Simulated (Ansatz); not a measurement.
Results of BLYP (Ansatz, a program for electronic structure, plane waves, PAW) for L1₀ (CuAu-type) TiAl.

Numerical settings: plane-wave cutoff 520 eV, 20×20×14 k mesh (along the axes of the cell as run), Fermi–Dirac smearing 0.05 eV, no spin polarisation, scalar-relativistic PAW data made under PBE.

Computed points:

| V (Å³/atom) | E − E_lowest (meV/atom) | P (GPa) |
|---|---|---|
| 16.017 | 9.21 | 4.57 |
| 16.351 | 2.23 | 2.17 |
| 16.684 | 0.00 | 0.00 |
| 17.018 | 2.07 | -1.96 |
| 17.352 | 8.02 | -3.73 |

Problem. Estimate the bulk modulus from the pressures at 16.351 and 17.018 Å³/atom, and compare it with a fit to all energies.

Solution. B = −V dP/dV. Between V = 16.351 and 17.018 Å³/atom, dP/dV = (-1.96 − (2.17))/(17.018 − 16.351) = -6.19 GPa per Å³/atom; at the midpoint 16.684 Å³/atom this gives B ≈ 103 GPa. The third-order Birch–Murnaghan fit gives V0 = 16.685 Å³/atom, B0 = 103 GPa, B′ = 4.1, which lies within 1 % of that estimate.

Shape and atoms are relaxed at each volume.

Note: the bulk modulus comes from volumes at which shape and atoms were relaxed.

The computed numbers hold no vibrational or temperature effects.
